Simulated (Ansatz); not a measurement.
NbZn$_{3}$ (Pm-3m) against Mo in narrow wires

NbZn3 (Pm-3m) has a bulk resistivity ρ₀ of 10.9 μΩ·cm and a mean free path ℓ of 14.3 nm. Mo (Im-3m) has a bulk resistivity ρ₀ of 5.36 μΩ·cm and a mean free path ℓ of 12.6 nm. Both at 300 K by PBEsol, DFPT electron-phonon coupling, linearised Boltzmann equation (plane waves, PAW, scalar-relativistic; Ansatz, a quantum-chemistry and plane-wave program); third figures are kept for the arithmetic, and halving the electron mesh moves ρ₀ by up to 4 and 1 % at 300 K, and ℓ by up to 3 and 2 % (the most at any temperature). Cell of NbZn$_{3}$ (Pm-3m): a = b = c = 3.8772 Å, α = β = γ = 90.00°. On Mo: eigensolver warning.

Square wire of width d: ρ = ρ₀ {1 + (3/4)(1 − p) ℓ/d + (3/2) [R/(1 − R)] ℓ/D}, with p = 0.4, R = 0.2, D = d.

**Question.** What are ρ₀ℓ and ρ(d)?

**Answer.** With D = d the size term is Kρ₀ℓ/d, K = 0.75 × 0.6 + 1.5 × 0.2/0.80 = 0.825. NbZn$_{3}$ (Pm-3m): ρ₀ℓ = 15.6×10⁻¹⁶ Ω·m², ρ = 10.9 + 129/d. Mo: 6.75×10⁻¹⁶ Ω·m², ρ = 5.36 + 55.7/d (μΩ·cm, d in nm).

**Question.** By these numbers, below which width does NbZn$_{3}$ (Pm-3m) have the lower resistivity?

**Answer.** Nowhere: neither ρ₀ nor ρ₀ℓ of NbZn$_{3}$ (Pm-3m) lies under that of Mo.

**Question.** Find the resistance of 1 μm of line, ρL/d², in square trenches of width w. Take w = 12, 14, 24, 36 nm.

**Answer.** 
| w (nm) | ρ, NbZn$_{3}$ (Pm-3m) (μΩ·cm) | Ω/μm, NbZn$_{3}$ (Pm-3m) | ρ, Mo (μΩ·cm) | Ω/μm, Mo |
|---|---|---|---|---|
| 12 | 22 | 1500 | 10.0 | 690 |
| 14 | 20 | 1020 | 9.3 | 480 |
| 24 | 16.3 | 280 | 7.7 | 133 |
| 36 | 14.5 | 112 | 6.9 | 53 |

The line of Mo has the lower resistance at w = 12, 14, 24, 36 nm.

The formula is the first-order form of the Fuchs-Sondheimer and Mayadas-Shatzkes models for a square wire of an isotropic metal and fails where d lies far under ℓ. Neither p nor R nor D comes from the calculation. ℓ is weighted by the current that each state carries; one path shared by all states gives a smaller ρ₀ℓ, by an amount that differs from metal to metal. Impurities, surface states and whether the polymorph can be grown are outside these numbers.

Formula and space group known from diffraction (Crystallography Open Database), not checked to be the room-temperature form: NbZn3 (Pm-3m).
